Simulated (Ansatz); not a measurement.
The parent structure is ZnS in the wurtzite structure (space group P6_3mc, No. 186).

```yaml
crystal:
  lattice:
    - [3.78216, 0.00000, 0.00000]
    - [-1.89108, 3.27545, 0.00000]
    - [0.00000, 0.00000, 6.20765]
  atoms:
    - { symbol: Zn, position: [0.33333, 0.66667, 0.00042] }
    - { symbol: Zn, position: [0.66667, 0.33333, 0.50042] }
    - { symbol: S, position: [0.33333, 0.66667, 0.37458] }
    - { symbol: S, position: [0.66667, 0.33333, 0.87458] }
```

Cartesian axes are those of the cell as printed.

Calculations: DFT with PBEsol, PAW potentials and a 420 eV plane-wave cutoff in Ansatz (a program for electronic structure), no SOC.

Strains are applied to the cell and any free atomic positions relax.

One change was made to it. Results:

The shortest interatomic distance shrinks by 0.029 Å to 2.290 Å; the band gap rises by 0.160 eV to 2.32 eV; the width of the top valence band rises by 0.10 eV, from 2.23 eV to 2.33 eV; the gap character remains direct at Γ.

Task: Name the change that was made.
(A) uniaxial strain ε_zz = −1.20 %
(B) uniaxial strain ε_zz = −1.80 %
(C) uniaxial strain ε_zz = −0.60 %
(D) uniaxial strain ε_zz = −3.00 %

Result: D, uniaxial strain ε_zz = −3.00 %. For comparison, the shortest interatomic distance in the other runs: uniaxial strain ε_zz = −0.60 % gives 2.315 Å; uniaxial strain ε_zz = −1.80 % gives 2.303 Å; uniaxial strain ε_zz = −1.20 % gives 2.309 Å.

No phonon test of stability was made.
